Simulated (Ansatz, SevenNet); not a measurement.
For SiO₂ (model structure, started from the alpha cristobalite type, P4₁2₁2, No. 92, 12 atoms in the cell), the machine-learned potential SevenNet-0 (trained on PBE and PBE+U data) gives:

- lattice constant a = 5.091 Å
- lattice parameter c = 7.113 Å

Task: What does r²SCAN+rVV10 (plane waves, PAW; Ansatz, a first-principles code) give for the same quantities?

Result: 
- lattice constant a: 4.896 Å (falls by 3.8 %)
- lattice parameter c: 6.745 Å (decreases by 5.2 %)

Changes are worked out from the printed values.

Unless a cell is named, each level is at its own relaxed cell (SevenNet-0 15.36, r²SCAN+rVV10 13.48 Å³/atom).

Ansatz's density-functional and Hartree–Fock values are scalar-relativistic unless marked +SOC, with PAW data made under PBE.

A model structure was made by putting elements into a prototype or built by hand; here it ended with the formula and space group of a phase in our tables.
